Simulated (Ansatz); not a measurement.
The reference is C (space group I4_132, No. 214; a hypothetical phase, not in the database extracts checked).

Space group I4₁32 (No. 214); a = b = c = 4.1047 Å, α = β = γ = 90.00°

| atom | site | symmetry | x | y | z |
|---|---|---|---|---|---|
| C | 8a | .32 | 0.1250 | 0.1250 | 0.1250 |
(The calculation used a cell of 4 atoms; values per cell refer to that cell.)

All numbers come from plane-wave PAW DFT at the PBEsol level (Ansatz, a program for electronic structure, 420 eV), scalar-relativistic without spin-orbit coupling.

For the base:

Lattice parameter a: 4.105 Å

One thing is altered: a hydrostatic pressure of 1.5 GPa.

Predict the new lattice parameter a.

The lattice parameter a drops by 0.008 Å (4.105 Å → 4.097 Å).

Load acts through the strain it causes; cell and atoms are relaxed under it. Stability against distortions was not tested.
